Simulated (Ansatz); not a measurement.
**Ru under a change: biaxial strain −2.50 %, plane normal [001], relaxed out of plane**

The parent structure is Ru in the hcp (Mg type) structure (space group P6_3/mmc, No. 194; a = 2.722 Å, c = 4.294 Å; relaxed with 0.1 eV smearing). Axes: x lies along a and z along c of the hexagonal cell.

One thing is altered: biaxial strain −2.50 %, plane normal [001], relaxed out of plane (Cartesian); in-plane vectors clamped, the third vector and the atoms free.

Method: Kohn–Sham DFT with the PBE functional, run in Ansatz (a first-principles code) with PAW and 420 eV plane waves, no SOC. Γ-centred 24×24×14 mesh, Fermi–Dirac width 0.1 eV.

- Volume per atom: 13.27 Å³ (base 13.78 Å³)
- Space group: P6_3/mmc (No. 194) (base P6_3/mmc (No. 194))
- Shortest interatomic distance: 2.654 Å (base 2.661 Å)
- Pressure (mean of the normal stresses, compression positive): 12.7 GPa (base 0.0 GPa)
- Band gap: zero (base zero)
- Out-of-plane strain: +1.36 %
- Ratio −ε⊥/ε∥: 0.54
- Mean in-plane stress (compression positive): +19.0 GPa

Cost of the whole job for the changed cell (relaxation, final SCF and bands): around 60 core-seconds (rough).

No phonon test of stability was made. The final runs are not spin-polarised.
